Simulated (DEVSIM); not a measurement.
Structure: abrupt Si p-n junction, at 300 K.

| layer (left to right) | material | thickness (μm) | Nd (cm⁻³) | Na (cm⁻³) | τn (s) | τp (s) |
|---|---|---|---|---|---|---|
| 1 | Si | 53.0 | - | 1.2e17 | 0.00062 | 0.00062 |
| 2 | Si | 1.70 | 2.7e17 | - | 0.00062 | 0.00062 |

Left contact: ohmic. Right contact: ohmic. Voltage is applied to the left contact. Recombination: SRH at mid-gap, Auger. Mobility is μmin + (μ − μmin)/(1 + (N/Nref)^α).

This is a model device: material constants are rounded textbook-type values typed into the input, and sizes, dopings and lifetimes were drawn at random. Values at 300 K.

```csv
parameter,Si
gap (eV),1.124
affinity (eV),4.05
permittivity,11.7
Nc (cm⁻³),2.86e19
Nv (cm⁻³),3.1e19
μn (cm²/Vs),1417
μp (cm²/Vs),470
"μn,min",52
"μp,min",45
"Nref,n",9.7e16
"Nref,p",2.2e17
αn,0.68
αp,0.72
Cn (cm⁶/s),2.8e-31
Cp (cm⁶/s),9.9e-32
```

Simulated with DEVSIM: 1D drift-diffusion, Boltzmann statistics, complete ionisation; no tunnelling, impact ionisation, image-force lowering or self-heating.

Problem. Tabulate band edges, carrier densities and field at zero bias.

Solution. Energies count from the Fermi level of the right contact; mesh points crowd at the junctions.

```tsv
x (μm)	Ec (eV)	Ev (eV)	n (cm⁻³)	p (cm⁻³)	field (V/cm)
0.000	0.980	-0.144	970	1.2e17	≈ 0
0.03735	0.980	-0.144	970	1.2e17	≈ 0
0.1328	0.980	-0.144	970	1.2e17	≈ 0
0.3606	0.980	-0.144	970	1.2e17	≈ 0
1.338	0.980	-0.144	970	1.2e17	≈ 0
3.456	0.980	-0.144	970	1.2e17	≈ 0
8.511	0.980	-0.144	970	1.2e17	≈ 0
29.55	0.980	-0.144	970	1.2e17	≈ 0
43.46	0.980	-0.144	970	1.2e17	≈ 0
49.28	0.980	-0.144	970	1.2e17	≈ 0
51.56	0.980	-0.144	970	1.2e17	≈ 0
52.59	0.980	-0.144	970	1.2e17	≈ 0
52.85	0.980	-0.144	970	1.2e17	-55
52.96	0.834	-0.290	280000	4.2e14	-67000
53.01	0.318	-0.806	1.3e14	900000	-120000
53.05	0.123	-1.001	2.5e17	470	-2800
53.16	0.121	-1.004	2.7e17	430	≈ 0
53.44	0.121	-1.004	2.7e17	430	≈ 0
54.22	0.121	-1.004	2.7e17	430	≈ 0
54.52	0.121	-1.004	2.7e17	430	≈ 0
54.64	0.121	-1.004	2.7e17	430	≈ 0
54.70	0.121	-1.004	2.7e17	430	≈ 0
```
